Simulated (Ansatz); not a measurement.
Cl on the 1x1 (100) surface of rock-salt MgO (cut with top plane Mg + O), one in a 1x1 cell, energies for each (9.0 Å²). Energies are against ½ Cl2(g), without zero-point or thermal terms; each row is named by its start.

Host crystal: rock-salt MgO, with a band gap (PBE, scalar-relativistic without spin-orbit coupling).

These are PBE (plane waves to 420 eV, PAW; Ansatz, a program for electronic structure) values and carry that method's errors.

Slab: 9 atoms, 6.4 Å thick at the start under the adsorbate (thin: gaps and levels are the slab's own); k 6x6x1, smearing 0.01 eV, dipole-corrected; 4 atoms held, the rest relaxed; each run with such symmetry as its start has; spin-polarised, no spin-orbit, no U, no dispersion correction.

A negative adsorption energy means that the adsorbate is more stable on the surface than in its reference. Starts that drift may end in the same place. Heights count from the host atoms within 0.3 Å of the top one. Moments of ungapped slabs depend on the mesh.

```tsv
starting site	E_ads (eV)	height (Å)	nearest host atom (Å)	bonded to	change of the vacuum step (eV)	lateral drift (Å)	moment (μB)
top O (the adsorbate is not bonded to the surface)	0.55	3.62	O 3.64	none within bonding distance	2.95	0.0	0.3
top Mg	0.28	2.66	Mg 2.57	Mg	2.80	0.0	0.3
hollow Mg-Mg-O-O	?	2.70	Mg 3.03	2 Mg	2.70	0.0	0.3
bridge Mg-O (span 2.1 Å)	0.28	2.66	Mg 2.57	Mg	2.80	1.0	0.3
```

Complete the blanks.


- hollow Mg-Mg-O-O, E_ads (eV): 0.45
